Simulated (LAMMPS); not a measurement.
Atomistic model of a symmetric tilt boundary about [001] in Si (diamond structure), boundary plane (410) of one grain on (4-10) of the other.

Model: classical force field (static), pair style tersoff, file SiC_Erhart-Albe.tersoff, run in LAMMPS.

boundary energy (lowest found): 1.05 J/m²
excess volume: 0.09 Å
Σ: 17
rotation about the axis: 28.07 °
disorientation (full cubic symmetry): 28.07 °
largest excess energy of an atom: 0.34 eV
lattice constant at 0 K: 5.429 Å
cost: roughly 2.3 core-minutes

Potential: file SiC_Erhart-Albe.tersoff of the LAMMPS distribution; its header cites Erhart and Albe, Phys Rev B, 71, 035211 (2005).
